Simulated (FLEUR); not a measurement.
Band structure of HgPt3 (Pm-3m, 4 atoms in the cell).

```
HgPt3
1.0
    3.98297     0.00000     0.00000
    0.00000     3.98297     0.00000
    0.00000     0.00000     3.98297
Hg Pt
1 3
Direct
  0.00000   0.00000   0.00000
  0.00000   0.50000   0.50000
  0.50000   0.00000   0.50000
  0.50000   0.50000   0.00000
```

Level of theory: LDA (Vosko-Wilk-Nusair), all-electron FLAPW (FLEUR), scalar-relativistic valence.

Settings: Kmax = 4.1 1/bohr; GmaxXC = 16.4 1/bohr; xcFunctional = vwn; jspins = 1; l_soc = F; mode = hist; fermiSmearingEnergy = 0.00499791 Htr; mesh (inpgen div1-3) = 7 7 7; inpgen gamma flag = false; Gmax = 16.4 1/bohr; numbands = 0; maxIterBroyd = 15; imix = Anderson; alpha = 0.05.

The starting cell comes from a database of computed structures (which also holds hypothetical and non-ambient phases and stackings), without a prior relaxation at this level. Its lattice was rescaled by a random factor within 2.5 % of one. Spin-orbit coupling is off. Spin polarisation is off. Values depend on the basis (sphere radii, cutoffs, local orbitals), which need not be converged.

These are the values that this program gave, and no reference: the default basis lacks the next d shell.

Levels in eV from the Fermi level, bands 30 to 37:
```
point     30     31     32     33    34    35    36    37
-----  -----  -----  -----  -----  ----  ----  ----  ----
Γ       0.10   0.55   0.55   0.55  1.15  1.15  1.15  6.25
X      -1.96  -1.84  -1.36  -0.69  0.55  4.88  6.65  7.08
M      -2.30  -1.54  -1.54  -0.27  0.32  1.70  1.70  8.51
R      -1.14  -1.00  -1.00  -0.31  0.13  0.13  0.13  3.64
```
